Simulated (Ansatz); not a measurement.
SrO, pressure series

The parent structure is SrO in the rock salt structure (space group Fm-3m, No. 225; a = 5.122 Å).

Cell and atoms are relaxed at each pressure.

Level of theory: Ansatz (an electronic-structure program) PBEsol, without spin-orbit coupling.

Only one of these has a direct gap. Which?
A) pressure 0.7 GPa
B) pressure −2 GPa
C) pressure −1 GPa
D) pressure 10 GPa
E) pressure 3 GPa

D, pressure 10 GPa. Computed: pressure −1 GPa: indirect, Γ → X; pressure −2 GPa: indirect, Γ → X; pressure 10 GPa: direct at X; pressure 3 GPa: indirect, Γ → X; pressure 0.7 GPa: indirect, Γ → X

Load acts through the strain it causes; cell and atoms are relaxed under it. No phonon test of stability was made. Competing high-pressure phases were not computed.
